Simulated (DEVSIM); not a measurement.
## abrupt Si p-n junction

Device: abrupt Si p-n junction, at 300 K.

| layer (left to right) | material | thickness (μm) | Nd (cm⁻³) | Na (cm⁻³) | τn (s) | τp (s) |
|---|---|---|---|---|---|---|
| 1 | Si | 41.0 | - | 9.2e16 | 1.1e-6 | 1.1e-6 |
| 2 | Si | 0.660 | 2.1e17 | - | 1.1e-6 | 1.1e-6 |

Left contact: ohmic. Right contact: ohmic. Voltage is applied to the left contact. Recombination: SRH at mid-gap, radiative. Mobility is μmin + (μ − μmin)/(1 + (N/Nref)^α).

The device is made up for the run: typed textbook-type constants, with dimensions and the other settings drawn at random. Values at 300 K.

```
parameter           Si
-------------  -------
gap (eV)         1.124
affinity (eV)     4.05
permittivity      11.7
Nc (cm⁻³)      2.86e19
Nv (cm⁻³)       3.1e19
μn (cm²/Vs)       1417
μp (cm²/Vs)        470
μn,min              52
μp,min              45
Nref,n          9.7e16
Nref,p          2.2e17
αn                0.68
αp                0.72
B (cm³/s)      4.7e-15
```

Model (solved in DEVSIM): 1D drift-diffusion, Boltzmann statistics, complete ionisation; no tunnelling, impact ionisation, image-force lowering or self-heating.

```yaml
potential_step_across_the_device_at_zero_bias: 0.847 V
largest_field_in_the_device_at_zero_bias: 130000 V/cm
Dark forward voltage at 1 A/cm²: 0.654 V
Dark forward voltage at 100 A/cm²: 0.837 V
```

Small-signal capacitance in reverse bias (quasi-static):

```json
[
 {"V (V)": "-0.2", "C (nF/cm²)": "73.0"},
 {"V (V)": "-0.5", "C (nF/cm²)": "64.0"},
 {"V (V)": "-1", "C (nF/cm²)": "54.4"},
 {"V (V)": "-1.5", "C (nF/cm²)": "48.1"},
 {"V (V)": "-2", "C (nF/cm²)": "43.6"}
]
```

Dark forward current:

| V (V) | J (A/cm²) |
|---|---|
| 0.05 | 1.2e-9 |
| 0.15 | 1.6e-8 |
| 0.25 | 2.6e-7 |
| 0.35 | 8.8e-6 |
| 0.45 | 0.00039 |
| 0.55 | 0.018 |
| 0.65 | 0.85 |
| 0.75 | 22 |
| 0.85 | 120 |
| 0.95 | 310 |
| 1.05 | 600 |
| 1.15 | 990 |
| 1.25 | 1500 |
| 1.35 | 2100 |
